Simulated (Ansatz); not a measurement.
Take LiTaO$_{3}$ (space group R3c, No. 161) as the base.

LiTaO₃ has the trigonal space group R3c, hexagonal axes (No. 161), Pearson symbol hR10. Conventional cell: a = b = 5.1399 Å, c = 13.7710 Å, α = β = 90.00°, γ = 120.00°. Li on 6a has 3 O at 2.039 Å and 3 O at 2.279 Å. Ta on 6a sees 3 O at 1.915 Å and 3 O at 2.062 Å (octahedral). O on 18b has 1 Ta at 1.915 Å and 1 Ta at 2.062 Å and 1 Li at 2.039 Å and 1 Li at 2.279 Å. (Neighbours: up to the widest gap in distance over summed covalent radii, below 1.35, at either atom; cation-cation and far metal-metal contacts left out.)
(The calculation used a cell of 10 atoms; values per cell refer to that cell.)

All numbers come from PBEsol (Ansatz, an electronic-structure program; PAW; 420 eV plane waves; no spin-orbit coupling).

Before the change:

The volume per atom is 10.50 Å³ and the space group is R3c (No. 161).

Perturbation: every Ta is replaced by Lu; the structure is relaxed again.

Tabulated Pauling electronegativity and covalent radius: Ta 1.50, 1.70 Å; Lu 1.27, 1.87 Å.

Task: Estimate the effect on the volume per atom.

Result: The volume per atom decreases by 1.09 Å³ (10.50 Å³ → 9.41 Å³).

Task: What happens to the space group?

Result: The space group goes from R3c (No. 161) to R-3c (No. 167).

Spin-orbit coupling, missing from the scalar runs, can matter with Ta. No phonon test of stability was made. As relaxed here, LiLuO3 is a hypothetical phase, not in the database extracts checked. All final runs are without spin polarisation.
